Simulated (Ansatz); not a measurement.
CdSe: biaxial strain −0.20 %, plane normal [001], relaxed out of plane

Start from CdSe in the wurtzite structure (space group P6_3mc, No. 186; a = 4.340 Å, c = 7.078 Å). Axes: x lies along a and z along c of the hexagonal cell.

Now apply this change: compressive biaxial strain of 0.20 % in the plane normal to [001], as in epitaxy on a mismatched substrate; the out-of-plane cell vector and the atoms relax.

The values are results of r2SCAN/PAW in Ansatz (a first-principles code), no spin-orbit coupling, earlier PAW set, not measurements. k-mesh 9×9×5 (Γ-centred); smearing 0.05 eV (Fermi–Dirac).

The shortest interatomic distance falls by 0.002 Å (2.655 Å → 2.653 Å) and the pressure (mean of the normal stresses, compression positive) increases by 0.11 GPa to 0.12 GPa. The band gap remains 1.10 eV and the gap character remains direct at Γ. The electron mass goes from 0.093 mₑ along c, 0.100 mₑ across (at Γ) to 0.093 mₑ out of plane, 0.100 mₑ in plane (at Γ) and the valence-band top at Γ (three highest levels, from the VBM) changes from 0.00, 0.00, -0.04 eV to 0.00, 0.00, -0.06 eV. The out-of-plane strain comes out as +0.19 % and the mean in-plane stress (compression positive) is +0.2 GPa.

Cost of the whole job for the changed cell (relaxation, final SCF and bands): very roughly 2.8 core-minutes.

Masses are band curvatures over ±0.01 Å⁻¹ around the edge. Stability against distortions was not tested.
